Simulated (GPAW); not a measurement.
## σyy against uniaxial strain in diamond-structure C (space group 227): C12 (GPAW, PBEsol)

```xyz
2
Lattice="0.0000 1.7775 1.7775 1.7508 0.0000 1.7775 1.7508 1.7775 0.0000" Properties=species:S:1:pos:R:3 pbc="T T T"
C      1.7508     1.7775     1.7775
C      2.6263     2.6662     2.6662
```

Computed with PBEsol, GPAW PAW datasets PBEsol (made by gpaw-setup) (plane waves; GPAW). Settings: mode = pw; ecut = 1040 eV; xc = PBEsol; kpts = 18 18 18; mesh shift (steps) = 0 0 0; occupations.name = fermi-dirac; occupations.width = 0.01 eV; nbands = -8; convergence.density = 1e-06 e/electron; convergence.energy = 1e-06 eV/electron; convergence.bands = -6; symmetry.symmorphic = false; symmetry.tolerance = 0.0005; maxiter = 150. The cell above is the first row's. The rows stretch one cube axis (x) by the strain ε and hold the other two. Stress is positive in tension. In all rows fractional positions and the k mesh are held.

```csv
ε (%),σyy (GPa)
-1.5,-1.90
-1.0,-1.08
-0.5,-0.31
0.0,0.42
0.5,1.10
1.0,1.73
1.5,2.32
2.0,?
```

Question: Fit σyy against ε with a parabola, and predict the withheld value at ε = 2.0.

Answer: Least squares gives σyy = 0.419 + 1.4064·ε - 0.0929·ε². Residuals (row less fit): 0.000, 0.000, -0.003, 0.001, 0.001, -0.003, 0.000; standard error 0.002 (degrees of freedom: 4). The slope at ε = 0, 1.4064 GPa per cent, gives C12 ≈ 100 × 1.4064 = 141 GPa, for the static lattice. At the withheld row, σyy = 0.419 + 1.4064 × 2.0 - 0.0929 × 2.0² = 2.860 GPa. The calculation gives 2.87 GPa, 0.010 GPa above the prediction (0.2 % of the range of σyy in the table). The row lies outside the fitted rows, so this is an extrapolation.

Carrying the step between the two nearest rows on in a straight line would have given 2.91, off by 0.04; series whose last step already gives the withheld value aren't shown. The reference cell has the volume at which an earlier scan in this program and functional put its minimum by a fit. The runs keep the symmetry of the cell, so they don't test it for distortions. The unstrained cell stands at a pressure of -0.42 GPa, and the constants belong to that pressure. By symmetry this strain leaves no force on the atoms; the largest in the rows is 0.000 eV/Å. Cutoffs and mesh are single choices, not tested for convergence of this quantity. Series with a scatter that would blur these digits, or in which a gap closes, are not shown. Strain series were run only where this level's volume lies within 10 % of a first guess from the measured size.
